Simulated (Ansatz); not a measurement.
Defect: interstitial H in crystalline InGaZnO4 (ordered Ga and Zn layers), charge state +1. Calculation: PBE, PAW (plane waves to 420 eV; Ansatz, a quantum-chemistry and plane-wave program).

189-site cell at the relaxed PBE lattice, one k-point at (0.167, 0.250, 0.250), smearing 0.01 eV, spin-restricted, no finite-size correction. Energies are static. The charge state is imposed; whether it is stable for some Fermi level was not computed. Sites that were not tried may lie lower. The start lies 0.11 eV above the lowest site run (PBE).

Barriers: single points on a 2×2×2 k-point mesh shifted by half a step along c at the bands' geometries.

The step: H moves alone to another site. Atoms about the jump, Cartesian Å from the middle of the jump, before and after:

| atom | x0 | y0 | z0 | x1 | y1 | z1 |
|---|---|---|---|---|---|---|
| H1 | 0.35 | -0.60 | 0.00 | -0.35 | 0.60 | 0.00 |
| O2 | -0.23 | -0.27 | -0.75 | -0.35 | -0.06 | -0.75 |
| Ga3 | -0.44 | -0.15 | 1.89 | -0.35 | -0.31 | 1.89 |
| O4 | 1.15 | -1.06 | 1.34 | 1.26 | -1.16 | 1.43 |
| O5 | -0.37 | 1.67 | 1.43 | -0.35 | 1.53 | 1.35 |
| In6 | -0.31 | 1.76 | -1.72 | -0.35 | 1.83 | -1.97 |
| In7 | 1.41 | -1.22 | -1.97 | 1.37 | -1.15 | -1.72 |
| O8 | 1.32 | 2.69 | -0.57 | 1.28 | 2.69 | -0.61 |
| O9 | 2.97 | -0.24 | -0.61 | 2.99 | -0.20 | -0.57 |
| O10 | -1.98 | -1.12 | 1.42 | -1.96 | -1.16 | 1.43 |
| In11 | -2.02 | -1.21 | -1.72 | -2.06 | -1.15 | -1.72 |
| O12 | 1.38 | 0.80 | -2.80 | 1.38 | 0.79 | -2.80 |
| Ga13 | 2.96 | -0.19 | 1.37 | 2.99 | -0.21 | 1.41 |
| Ga14 | 1.32 | 2.70 | 1.41 | 1.32 | 2.66 | 1.37 |
| O15 | -1.99 | 2.68 | -0.57 | -1.97 | 2.69 | -0.61 |
| O16 | 1.35 | -3.05 | -0.61 | 1.33 | -3.06 | -0.57 |
| O17 | 3.00 | 1.74 | 1.41 | 3.00 | 1.73 | 1.41 |
| O18 | -1.98 | 0.74 | -2.71 | -2.07 | 0.79 | -2.80 |
| O19 | -0.35 | -2.19 | -2.80 | -0.35 | -2.09 | -2.71 |

**Question.** Predict the transition state.

**Answer.** 
```
atom      x      y      z
----  -----  -----  -----
H1     0.18   0.11  -0.01
O2    -0.25  -0.15  -0.84
Ga3   -0.41  -0.24   1.96
O4     1.19  -1.09   1.41
O5    -0.35   1.58   1.41
In6   -0.34   1.80  -1.86
In7    1.39  -1.19  -1.86
O8     1.29   2.68  -0.58
O9     2.97  -0.22  -0.58
O10   -1.97  -1.13   1.42
In11  -2.06  -1.19  -1.73
O12    1.39   0.80  -2.81
Ga13   2.97  -0.20   1.40
Ga14   1.31   2.68   1.40
O15   -1.98   2.69  -0.59
O16    1.34  -3.06  -0.58
O17    3.00   1.73   1.42
O18   -2.04   0.76  -2.76
O19   -0.36  -2.15  -2.76
```
It lies 0.14 eV above the start and 0.14 eV above the end. The saddle point's order was not checked, and it lies on a symmetry element of the cell, where a band can be held.
